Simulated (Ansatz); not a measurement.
# Cu under a change: H interstitial (started 1.81 Å from the nearest host atom), symmetric start

Start from a 12-atom supercell of Cu in the fcc (Cu type) structure (space group Fm-3m, No. 225; a = 3.630 Å) at its relaxed geometry.

It is then changed as follows: one H atom is added in an open site, starting 1.81 Å from the nearest host atom, atoms relaxed at fixed cell.

Method: PBE (Ansatz, a program for electronic structure), no spin-orbit coupling. Γ-centred 8×6×8 mesh, Fermi–Dirac width 0.05 eV.

Pressure: 2.9 GPa (base 0.0 GPa)
Largest displacement of a host atom from its site in the perfect cell: 0.03 Å
Final site of the added atom: 6 Cu at 1.85 Å (octahedral)

Cost of the whole job for the changed cell (relaxation, final SCF and bands): around 6 core-minutes (rough).

The cell is small, so the values are those of an ordered compound at a high defect concentration; dilute-limit values will differ. The defect started on the symmetric site and kept its symmetry, so it may sit on a saddle. The final runs are not spin-polarised. The defect cell is not spin-polarised.
